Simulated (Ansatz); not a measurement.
Levels about the gap of amorphous alumina (Al56O84) (140 atoms in a cell of 1549 Å³, 3.06 g/cm³; zone centre alone, so wide bands show as single levels with stretches between that a denser mesh fills), at the geometry that PBE relaxed, where it gives 0.0 GPa on a denser mesh. Exact exchange is cut at the faces of this small cell, which leaves a finite-size error. The participation number counts the atoms over which a state spreads; weights are charges in smoothed Voronoi cells. The levels come from a single point, so bond lengths are those of that geometry. Method of the levels: HSE06, scalar-relativistic without spin-orbit coupling (Ansatz, a first-principles code). Sampling: the zone centre alone; Fermi-Dirac width 0.02 eV; no spin polarisation. At PBE the levels at the filled edge of the gap are localised (band-tail or defect states), and the nearest spread-out levels lie 3.7 eV apart at the zone centre.

It comes from a melt-quench run on a machine-learned potential (CHGNet), relaxed afterwards by DFT. O atoms were pushed apart under 1.9 Å during the dynamics, to hinder bonds among them. The hot cell started wider than the set density and was brought back towards it in steps. It is the lowest in DFT energy of 4 quenches. It is a model cell: composition and starting density were chosen by hand, and all elements were melted together. No dispersion term was used. A short ab initio anneal came between quench and relaxation. Its density started from a set value of 3.08 and ended at 3.06 g/cm³. The quench (nominally 160 K/ps over its main leg) was far faster than any real one, so the model tends to hold more defects than a real film. One small periodic cell is one sample of the glass; other quenches scatter about these values. Volume and shape were free in the relaxation.

| E - E(highest filled), eV | filling | participation number | largest on | weight O | weight Al |
|---|---|---|---|---|---|
| -0.43 | filled | 14.7 | O, 3 neighbours | 0.95 | 0.05 |
| -0.40 | filled | 20.3 | O, 3 neighbours | 0.95 | 0.05 |
| -0.37 | filled | 11.5 | O, 2 neighbours | 0.95 | 0.05 |
| -0.30 | filled | 15.3 | O, 3 neighbours | 0.95 | 0.05 |
| -0.24 | filled | 19.8 | O, 3 neighbours | 0.95 | 0.05 |
| -0.14 | filled | 8.8 | O, 3 neighbours | 0.95 | 0.05 |
| 0.00 | filled | 4.9 | O, 3 neighbours | 0.95 | 0.05 |
| 5.02 | empty | 119.8 | Al, 4 neighbours | 0.59 | 0.41 |
| 6.51 | empty | 52.0 | Al, 4 neighbours | 0.60 | 0.40 |
| 6.75 | empty | 59.3 | Al, 4 neighbours | 0.61 | 0.39 |
| 6.84 | empty | 66.1 | Al, 4 neighbours | 0.61 | 0.39 |
| 6.92 | empty | 71.3 | Al, 4 neighbours | 0.60 | 0.40 |
| 7.00 | empty | 52.7 | Al, 4 neighbours | 0.64 | 0.36 |
| 7.38 | empty | 55.2 | Al, 5 neighbours | 0.60 | 0.40 |

Most localised among these is the filled level at +0.00 eV, on a O atom, which has 3 neighbours (Al 1.81 Å, Al 1.89 Å, Al 1.89 Å).
